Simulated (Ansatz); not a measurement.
We consider L1₀ (CuAu-type) FePt, described by PBE-D4 (plane waves, PAW; Ansatz, a quantum-chemistry and plane-wave program).

Run with plane-wave cutoff 500 eV, 20×20×16 k mesh (along the axes of the cell as run), Fermi–Dirac smearing 0.1 eV, spin-polarised with parallel moments, scalar-relativistic PAW data made under PBE.

Cell (relaxed at this level):

```
FePt
1.0
    2.70638     0.00000     0.00000
    0.00000     2.70638     0.00000
    0.00000     0.00000     3.72935
Fe Pt
1 1
Cartesian
  0.00000   0.00000   0.00000
  1.35319   1.35319   1.86468
```

Predict the magnetic moment (largest site, within a sphere).


- magnetic moment (largest site, within a sphere) = 2.93 μB

Moments are spin moments.

Spin–orbit coupling is not included.

The computed numbers hold no vibrational or temperature effects.

The result took roughly 4 core-minutes.
